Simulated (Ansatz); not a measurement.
An Ansatz (a program for electronic structure) input (r2SCAN (Ansatz), scalar-relativistic without spin-orbit coupling, earlier PAW set):

Ansatz 0.2 input:
```yaml
crystal:
  lattice:
    - [3.0498367113, 0, 0]
    - [0, 5.3415361518, 0]
    - [0, 0, 9.4545392256]
  atoms:
    - { symbol: C, position: [0, 0, 0] }
    - { symbol: Sn, position: [0.5, 0.5, 0.7507321555] }
    - { symbol: Sn, position: [0, 0, 0.5] }
    - { symbol: Sn, position: [0.5, 0.5, 0.2492678445] }
    - { symbol: Ti, position: [0, 0.5, 0] }
    - { symbol: Ti, position: [0.5, 0, 0.8537868709] }
    - { symbol: Ti, position: [0, 0.5, 0.5] }
    - { symbol: Ti, position: [0.5, 0, 0.1462131291] }
basis: { ecutwfc: 500, ecutrho_ratio: 4, xc_grid: 4, fft_grid_basis: typed }
kpoints: { mp_grid: { grid: [15, 9, 5] } }
hamiltonian:
  xc: r2scan
  dispersion: none
  pseudopotentials: { azcp: { folder: ./paw }, kind: paw }
scf: { occupations: { method: fermi_dirac, width: 0.05 }, convergence: { dr2_threshold: 0.0000000008 } }
output: { forces: true, stress: true }
checkpoint: { write: state.ck, write_every: 1000 }
```

Problem. Which symmetry and how many k-points will the program report, and about how many plane waves at Γ?

Solution. Space group Pmmm (ITA 47) with 8 operations, k-points 120 of 675, and 3931 plane waves at Γ.

These are small ordered cells, not random alloys; other orderings at the same x differ. Stability against distortions was not tested. The final runs are not spin-polarised. The cell was made from TiC by this change: x(Sn) = 0.75, 8 atoms, Pmmm. Under x(Sn) = 0.75, 8 atoms, Pmmm the cell changed shape so far that it is another structure.
